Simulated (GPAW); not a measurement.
**Pressure against volume in Ga (space group 64) (GPAW, LDA)**

```
Ga
1.0
    2.17210    -3.68104     0.00000
    2.17210     3.68104     0.00000
    0.00000     0.00000     4.35381
Ga
4
Direct
  0.15490   0.84510   0.91900
  0.34510   0.65490   0.41900
  0.65490   0.34510   0.58100
  0.84510   0.15490   0.08100
```

Method of the run: LDA (Perdew-Wang 92), GPAW PAW datasets LDA (gpaw-data 1.0.1) (plane waves; GPAW). Settings: mode = pw; ecut = 585 eV; xc = LDA; kpts = 15 15 13; mesh shift (steps) = 0 0 0; occupations.name = fermi-dirac; occupations.width = 0.05 eV; nbands = -10; symmetry.symmorphic = false; symmetry.tolerance = 0.0005; maxiter = 150. The cell above is the first row's. The rows scale it uniformly. In all rows fractional positions and the k mesh are held.

| V (Å^3/atom) | P (GPa) |
|---|---|
| 17.406 | 5.69 |
| 17.784 | 3.73 |
| 18.162 | 2.00 |
| 18.541 | 0.47 |
| 18.919 | -0.87 |
| 19.298 | -2.06 |
| 19.676 | -3.10 |
| 20.054 | -4.01 |
| 20.433 | ? |

Fit P against V with a cubic, and predict the withheld value at V = 20.433.

With u = V - 18.7, the rows have u = -1.2940, -0.9160, -0.5380, -0.1590, 0.2190, 0.5980, 0.9760, 1.3540. Least squares gives P = -0.117 - 3.5897·u + 0.6118·u² - 0.0628·u³. Residuals (row less fit): 0.001, -0.003, -0.001, 0.001, 0.004, -0.002, -0.004, 0.002; standard error 0.004 (degrees of freedom: 4). The fitted pressure is zero at V0 = 18.67, where dP/dV = -3.630, so B0 = -V0·dP/dV = 67.8 GPa. At the withheld row, u = 1.7330, so P = -0.117 - 3.5897 × 1.7330 + 0.6118 × 1.7330² - 0.0628 × 1.7330³ = -4.827 GPa. The calculation gives -4.81 GPa, 0.017 GPa above the prediction (0.2 % of the range of P in the table). The row lies outside the fitted rows, so this is an extrapolation. From the scatter of the fitted rows alone, a prediction at this place has a standard error of 0.010 GPa, so the miss is 1.8 times that.

Carrying the step between the two nearest rows on in a straight line would have given -4.92, off by 0.11; series whose last step already gives the withheld value aren't shown. The scan was laid around a cell of about the measured size, scaled by a guess for this functional; axis ratios and inner coordinates come from that cell. The runs keep the symmetry of the cell, so they don't test it for distortions. The shape of the cell and the inner coordinates aren't relaxed, so V0 and B0 belong to this uniform scaling; a relaxed crystal lies no higher in energy and is usually softer (forces reach 0.17 eV/Å in these rows). Cutoffs and mesh are single choices, not tested for convergence of this quantity. Series with a scatter that would blur these digits, or in which a gap closes, are not shown.
